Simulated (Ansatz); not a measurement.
# A computed series for BeTe: response to strain

Start from BeTe in the zinc blende structure (space group F-43m, No. 216; a = 5.604 Å). Axes: x, y, z lie along the cube axes.

Strains are applied to the cell and any free atomic positions relax.

All numbers come from Ansatz (an electronic-structure program) PBEsol, scalar-relativistic without spin-orbit coupling.

Notes on the quantities. energy relative to the base: free energy F.

```csv
case,energy relative to the base,band gap,electron mass
base,0 meV/atom,1.84 eV,"1.4 mₑ along k, 0.25 mₑ across (at X)"
uniaxial strain ε_zz = −3.00 %,+6.4 meV/atom,1.51 eV,"1.3 mₑ along k, 0.25 mₑ across (at X)"
uniaxial strain ε_zz = −2.50 %,+4.4 meV/atom,1.57 eV,"1.4 mₑ along k, 0.25 mₑ across (at X)"
uniaxial strain ε_zz = −2.00 %,+2.8 meV/atom,1.62 eV,"1.4 mₑ along k, 0.25 mₑ across (at X)"
uniaxial strain ε_zz = −1.50 %,[?],[?],"1.4 mₑ along k, 0.25 mₑ across (at X)"
uniaxial strain ε_zz = −1.00 %,+0.7 meV/atom,1.73 eV,"1.4 mₑ along k, 0.25 mₑ across (at X)"
uniaxial strain ε_zz = −0.50 %,+0.2 meV/atom,1.78 eV,"1.4 mₑ along k, 0.25 mₑ across (at X)"
uniaxial strain ε_zz = +0.50 %,+0.2 meV/atom,1.83 eV,"1.4 mₑ along k, 0.25 mₑ across (at X)"
uniaxial strain ε_zz = +1.00 %,+0.7 meV/atom,1.82 eV,"1.5 mₑ along k, 0.25 mₑ across (at X)"
uniaxial strain ε_zz = +2.00 %,+2.7 meV/atom,1.80 eV,"1.5 mₑ along k, 0.25 mₑ across (at X)"
```

Task: What belongs in the blanks?

Result: 
- uniaxial strain ε_zz = −1.50 %, energy relative to the base: +1.6 meV/atom
- uniaxial strain ε_zz = −1.50 %, band gap: 1.67 eV

With Te present, leaving out spin-orbit coupling can change the band edges. Effective masses come from finite differences of ±0.01 Å⁻¹. Along k means along the line from Γ to the band edge. Whether these cells are dynamically stable was not tested.
